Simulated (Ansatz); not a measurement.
Consider a periodic stack without vacuum, rutile IrO2 (0 0 1) on antifluorite Mg2Si (0 0 1) (film strained to the substrate, started from cuts of the bulks and a machine-learned relaxation; slabs Mg10Si6 and Ir6O12, which can lie off the formulas): substrate slab Mg10Si6, film Ir6O12, surface cells [[1, 0], [1, 1]] and [[0, 1], [-1, 0]], film strained by -0.7 and -0.7 %, outermost planes Si/Si and IrO/IrO as cut, which need not be the usual terminations and can put a slab off its formula. Its start:

```
CELL_PARAMETERS angstrom
      4.49948     0.00000     0.02354
      0.00000     4.49948    -0.01086
      0.92146    -0.81698    25.82087
ATOMIC_POSITIONS crystal
  Mg 0.47531 0.11392 0.07162
  Mg 0.99328 0.58111 0.07268
  Mg 0.43458 0.07413 0.32070
  Mg 0.93380 0.57446 0.31871
  Mg 0.95087 0.57497 0.19532
  Mg 0.44752 0.06405 0.19475
  Mg 0.30875 0.18140 0.57575
  Mg 0.83732 0.69396 0.55894
  Mg 0.88915 0.61504 0.44138
  Mg 0.39952 0.12641 0.44715
  Si 0.96006 0.07674 0.13495
  Si 0.53498 0.63126 0.01269
  Si 0.91538 0.09720 0.38137
  Si 0.44094 0.57261 0.25819
  Si 0.78685 0.21554 0.62668
  Si 0.35863 0.64203 0.50451
  Ir 0.24637 0.22981 0.72524
  Ir 0.75494 0.71747 0.66176
  O  0.53668 0.89681 0.72651
  O  0.06108 0.04093 0.66063
  O  0.46445 0.37863 0.65863
  O  0.95348 0.56274 0.72637
  Ir 0.21565 0.25542 0.85011
  Ir 0.73175 0.74247 0.78712
  O  0.51836 0.93343 0.84978
  O  0.02880 0.07080 0.78703
  O  0.43220 0.41682 0.78700
  O  0.91809 0.58184 0.84990
  Ir 0.18849 0.28323 0.97725
  Ir 0.70405 0.77044 0.91129
  O  0.48819 0.95931 0.97775
  O  0.00563 0.08928 0.91200
  O  0.39851 0.44808 0.91068
  O  0.87770 0.59635 0.97747
```

The start was prepared with a machine-learned potential, and the result is one local minimum, with the in-plane cell held and forces under 0.04 eV/Å; the film can end far from its bulk form.

These are PBE (plane waves to 420 eV, PAW; Ansatz, a quantum-chemistry and plane-wave program) values and carry that method's errors. Scalar-relativistic, without spin–orbit coupling; the runs are not spin-polarised; PBE gaps are too small against experiment. Its k-point mesh 7×7×1, Fermi–Dirac width 0.05 eV.

**Question.** Predict the relaxed interface.

**Answer.** 
```
Property                                                                                    Value
--------------------------------------------------------------------------------  ---------------
interface area                                                                            20.2 Å²
period                                                                                    25.94 Å
heights between the nearest atoms of the two slabs at the two interfaces          0.87 and 0.64 Å
Ir–Mg contacts across the interfaces within 1.22 times the sum of covalent radii   5, mean 2.76 Å
O–Si contacts across the interfaces within 1.22 times the sum of covalent radii    4, mean 1.73 Å
Ir–Si contacts across the interfaces within 1.22 times the sum of covalent radii   4, mean 2.47 Å
Mg–O contacts across the interfaces within 1.22 times the sum of covalent radii    2, mean 2.25 Å
```
